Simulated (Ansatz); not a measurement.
**ZrB$_{2}$ (space group P6/mmm, No. 191)**

```cif
data_B2Zr
_chemical_formula_sum 'Zr1 B2'
_space_group_name_H-M_alt 'P 1'
_space_group_IT_number 1
_cell_length_a 3.17143
_cell_length_b 3.17143
_cell_length_c 3.54132
_cell_angle_alpha 90.000
_cell_angle_beta 90.000
_cell_angle_gamma 120.000
loop_
_space_group_symop_operation_xyz
  'x, y, z'
loop_
_atom_site_label
_atom_site_type_symbol
_atom_site_fract_x
_atom_site_fract_y
_atom_site_fract_z
_atom_site_occupancy
Zr1 Zr 0.00000 0.00000 0.00000 1
B1 B 0.33333 0.66667 0.50000 1
B2 B 0.66667 0.33333 0.50000 1
```

Level of theory: PBE in Ansatz (plane waves to 420 eV, PAW, without spin-orbit coupling). Settings: 17×17×13 k-points, 0.05 eV Fermi–Dirac smearing.

- Volume per atom = 10.28 Å³
- Density = 6.07 g/cm³
- Band gap = zero
- Total energy = -1499.574 eV/atom (σ→0; compares only within this code and set-up)

Whether these cells are dynamically stable was not tested. The final runs are not spin-polarised.

Ansatz is a first-principles code.
